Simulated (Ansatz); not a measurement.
**PtS in the NiAs type structure (space group P6_3/mmc, No. 194; a hypothetical phase, not in the database extracts checked)**

```
CELL_PARAMETERS angstrom
      3.75312     0.00000     0.00000
     -1.87656     3.25030     0.00000
      0.00000     0.00000     5.54351
ATOMIC_POSITIONS crystal
  Pt 0.00000 0.00000 0.00000
  Pt 0.00000 0.00000 0.50000
  S  0.33333 0.66667 0.25000
  S  0.66667 0.33333 0.75000
```

The values are results of PBE, PAW, 420 eV (Ansatz, a first-principles code; spin-orbit coupling left out), not measurements. k-mesh 14×14×9 (Γ-centred); smearing 0.05 eV (Fermi–Dirac).

The volume per atom comes out as 16.91 Å³, the density is 11.16 g/cm³ and the band gap is zero. The total energy is -6712.459 eV/atom (σ→0; compares only within this code and set-up).

No phonon test of stability was made. All final runs are without spin polarisation.
